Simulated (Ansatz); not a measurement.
**WS2 under a change: uniaxial strain ε_zz = −1.20 %**

Base system: WS2 (space group P6_3/mmc, No. 194; a = 3.1147 Å, c = 11.7724 Å; layered, stacked along the Cartesian z axis). Axes: x lies along a and z along c of the hexagonal cell.

Now apply this change: uniaxial strain ε_zz = −1.20 %, all other strain components held at zero, atoms relaxed at fixed cell.

Level of theory: Kohn–Sham DFT with the PBEsol-D3(BJ) functional, run in Ansatz (a program for electronic structure) with PAW and 420 eV plane waves, scalar-relativistic without spin-orbit coupling. Γ-centred 12×12×3 mesh, Fermi–Dirac width 0.05 eV.

```tsv
quantity	base	changed	shift
volume per atom	16.48 Å³	16.29 Å³	-0.198 Å³
space group	P6_3/mmc (No. 194)	P6_3/mmc (No. 194)	–
shortest interatomic distance	2.389 Å	2.387 Å	-0.002 Å
energy relative to the base (free energy F)	0 meV/atom	+0.8 meV/atom	+0.8 meV/atom
pressure (mean of the normal stresses, compression positive)	0.00 GPa	0.60 GPa	+0.60 GPa
band gap	0.65 eV	0.58 eV	-0.076 eV
gap character	indirect, Γ → K–Γ (44 % along)	indirect, Γ → K–Γ (44 % along)	–
smallest direct gap	1.92 eV	1.90 eV	-0.02 eV
width of the top valence band	2.05 eV	2.10 eV	+0.05 eV
electron mass	0.39 mₑ along c, 0.46 mₑ across (off the special points)	0.39 mₑ along z, 0.46 mₑ across (off the special points)	–
valence-band top at Γ (three highest levels, from the VBM)	0.00, -1.26, -1.60 eV	0.00, -1.18, -1.65 eV	–
stress (xx, yy, zz, yz, xz, xy; compression positive)	–	(0.22, 0.22, 1.35, 0.00, 0.00, 0.00) GPa	–
```

With W present, leaving out spin-orbit coupling can change the band edges. Masses are band curvatures over ±0.01 Å⁻¹ around the edge. Stability against distortions was not tested.
